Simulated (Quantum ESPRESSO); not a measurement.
**Convergence series on LaNi₅H₆ (P3m1, 12 atoms in the cell)**

Space group P3m1 (No. 156); a = 5.301 Å, b = 5.301 Å, c = 4.201 Å, α = 90.00°, β = 90.00°, γ = 120.00°

```json
[
 {"atom": "La", "site": "1a", "symmetry": "3m.", "x": "0.0000", "y": "0.0000", "z": "0.8962"},
 {"atom": "Ni", "site": "3d", "symmetry": ".m.", "x": "0.5101", "y": "0.0202", "z": "0.4995"},
 {"atom": "Ni", "site": "1b", "symmetry": "3m.", "x": "0.3333", "y": "0.6667", "z": "0.0494"},
 {"atom": "Ni", "site": "1c", "symmetry": "3m.", "x": "0.6667", "y": "0.3333", "z": "0.0163"},
 {"atom": "H", "site": "3d", "symmetry": ".m.", "x": "0.0081", "y": "0.5041", "z": "0.8869"},
 {"atom": "H", "site": "3d", "symmetry": ".m.", "x": "0.1770", "y": "0.3540", "z": "0.3615"}
]
```

Method: PBEsol, GBRV 1.5 ultrasoft (PBESOL) pseudopotentials (plane waves; Quantum ESPRESSO).

The starting cell comes from a database of computed structures (which also holds hypothetical and non-ambient phases and stackings), without a prior relaxation at this level. Spin polarisation is off. Without a gap this mesh is coarse (it stands for a supercell whose shortest vector is 17 Å).

Held fixed: ecutwfc = 50 Ry; ecutrho = 400 Ry; occupations = smearing; smearing = gaussian; degauss = 0.0099958 Ry; potentials = {La: la_pbesol_v1.uspp.F.UPF, Ni: ni_pbesol_v1.4.uspp.F.UPF, H: h_pbesol_v1.4.uspp.F.UPF}; conv_thr = 1e-10 Ry; mixing_beta = 0.7.

ΔF is the free energy per atom less that of the last row (automatic 5 5 5 0 0 0).

```csv
K_POINTS,ΔF (meV/atom),pressure (GPa),largest force (eV/Å),k-points,plane waves
automatic 1 1 1 0 0 0,462.3,5.47,0.752,1,4121
automatic 2 2 2 0 0 0,-3.4,-3.22,0.295,4,4134
automatic 2 2 3 0 0 0,15.0,-2.44,0.188,4,4136
automatic 3 3 3 0 0 0,1.84,-2.39,0.171,7,4125
automatic 4 4 4 0 0 0,-0.65,-2.41,0.139,13,4134
automatic 4 4 5 0 0 0,-0.05,-2.39,0.152,14,4152
automatic 5 5 5 0 0 0,0.00,-2.41,0.152,19,4152
```

Largest force within 0.005 eV/Å of the last row: from K_POINTS = automatic 4 4 5 0 0 0 on; the one before it is off by 0.014 eV/Å. Only the last setting checks this, so the series should go further.

Energy within 10 meV/atom of the last row: from K_POINTS = automatic 3 3 3 0 0 0 on; the one before it is off by 15 meV/atom.
